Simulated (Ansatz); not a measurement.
Ansatz (an electronic-structure program) run on NiO (Fm-3m, 4 atoms in the cell): relaxation of cell and atoms.

Method of the run: PBEsol, default PAW files made with PBE (plane waves; Ansatz).

The change in words: atoms on their sites; basis.ecutwfc: 420 eV → 210 eV; relax: default → cell and atoms. Reference geometry:
```yaml
crystal:
  lattice:
    - [4.15910, 2.07955, 2.07955]
    - [2.07955, 4.15910, 2.07955]
    - [2.07955, 2.07955, 4.15910]
  atoms:
    - { symbol: Ni, position: [0.00347, 0.00347, 0.00347], spin: 2.0 }
    - { symbol: Ni, position: [0.50000, 0.50000, 0.50000], spin: -2.0 }
    - { symbol: O, position: [0.25000, 0.25000, 0.25000] }
    - { symbol: O, position: [0.75000, 0.75000, 0.75000] }
```
(The spins are starting values, not results.)

Reference input (self-consistent single point, DFT, PBEsol, plane waves, default PAW files made with PBE): basis.ecutwfc = 420 eV; kpoints.mp_grid.grid = 8 8 8; hamiltonian.xc = pbesol; hamiltonian.pseudopotentials = {kind: paw} (the program's default PAW files); magnetization.spin_polarized = true; scf.occupations.method = fermi_dirac; scf.occupations.width = 0.01 eV. This run's input differs from it in these lines:

Ansatz 0.2 input:
```diff
@@ -7,3 +7,3 @@
   atoms:
-    - { symbol: Ni, position_ang: [0.028864, 0.028864, 0.028864], spin: 2.0 }
+    - { symbol: Ni, position_ang: [0.000000, 0.000000, 0.000000], spin: 2.0 }
     - { symbol: Ni, position_ang: [4.159100, 4.159100, 4.159100], spin: -2.0 }
@@ -12,3 +12,3 @@
 basis:
-  ecutwfc: 420.0
+  ecutwfc: 210.0
 kpoints:
@@ -26,2 +26,4 @@
     width: 0.01
+relax:
+  cell: {}
 output:
```

Log, with long lists cut:

```
   [... SCF lines of the steps left out ...]
relax step   1: F+E_penalty+E_count = -12699.46976307 eV  Δ(F+E_penalty+E_count) = +0.000e0 eV  max|allowed force component| = 5.596e-5 eV/Å  Δτ_max = 0.0000 Å  P = -34.903 GPa  Ω = 35.972 Å³  (13 SCF iters, dr2 threshold 1.00e-7 eV, accepted)
relax step   2: F+E_penalty+E_count = -12708.86413602 eV  Δ(F+E_penalty+E_count) = -9.394e0 eV  max|allowed force component| = 2.607e-5 eV/Å  Δτ_max = 0.0000 Å  P = +165.402 GPa  Ω = 33.087 Å³  energy of the carried Pulay correction = +1.078e1 eV  [...]
   [... lines left out ...]
relax step 119: F+E_penalty+E_count = -12699.91168857 eV  Δ(F+E_penalty+E_count) = +1.271e-2 eV  max|allowed force component| = 9.392e-6 eV/Å  Δτ_max = 0.0000 Å  P = -0.006 GPa  Ω = 31.642 Å³  energy of the carried Pulay correction = -1.273e-2 eV  [...]
relax step 120: F+E_penalty+E_count = -12699.96851628 eV  Δ(F+E_penalty+E_count) = -5.683e-2 eV  max|allowed force component| = 9.610e-6 eV/Å  Δτ_max = 0.0000 Å  P = -0.474 GPa  Ω = 31.642 Å³  stress off target by 1.33e0 GPa  SCF on the basis [...]
basis re-selected at this cell: Δ(F+E_penalty+E_count) = -5.683e-2 eV, ΔP = -0.468 GPa vs the last step
   [... lines left out ...]
Absolute magnetization: 2.2227 μB (∫|ρ↑−ρ↓|, with the PAW one-centre terms)
Free energy (F): -12699.968516 eV
Fermi energy:    16.844622 eV
Error: variable-cell relaxation did not converge after 120 `relax_step` rows, as none of its last 39 fresh-basis SCF(s) at a relaxed cell met both thresholds with a finite energy. The last misses `relax.cell.stress_tol`: largest allowed force component 9.61e-6 eV/Å (`relax.f_tol` 1.00e-2 eV/Å), stress off the target on the free part of the cell 1.33e0 GPa (`relax.cell.stress_tol` 5.00e-2 GPa), F+E_penalty+E_count -12699.96851628 eV. The closest is row 82, whose structure comes with this error. Larger ratio of force or stress to its threshold at each such SCF whose figures are numbers: 590.828, 452.002, 437.453, 474.272, 395.320, 392.499, 348.638, 342.576, 295.105, 315.032, [...]
   [... lines left out ...]
to start a new deck from the relaxed geometry:
  cell:  # Å, volume = 31.6547 Å³
    - [3.992394687495273, 2.0030187407791713, 2.0030187407791713]
    - [2.0030187407791713, 3.992394687495273, 2.0030187407791713]
    - [2.0030187407791713, 2.0030187407791713, 3.9923946874952727]
  atoms:
    - { symbol: Ni, position: [4.9223720138073584e-20, 1.8133296229838788e-20, -5.515167218004314e-20] }
    - { symbol: Ni, position: [0.4999999999999999, 0.4999999999999999, 0.5] }
    - { symbol: O, position: [0.24999991626949125, 0.24999991626949125, 0.24999991626949114] }
    - { symbol: O, position: [0.7500000837305086, 0.7500000837305086, 0.7500000837305085] }
```

The relaxation ended unconverged.  The full log also holds: “iter 3 did not close the SCF: its close was put off for a magnetic moment that had not settled (scf_convergence_deferred on its scf_iter line)”.

The starting cell has typed, rounded lattice constants, without a prior relaxation at this level. Its lattice was rescaled by up to half a per cent. The cutoff lies below the one recommended for these files.

Cost on one core of a shared machine: roughly 5 min.
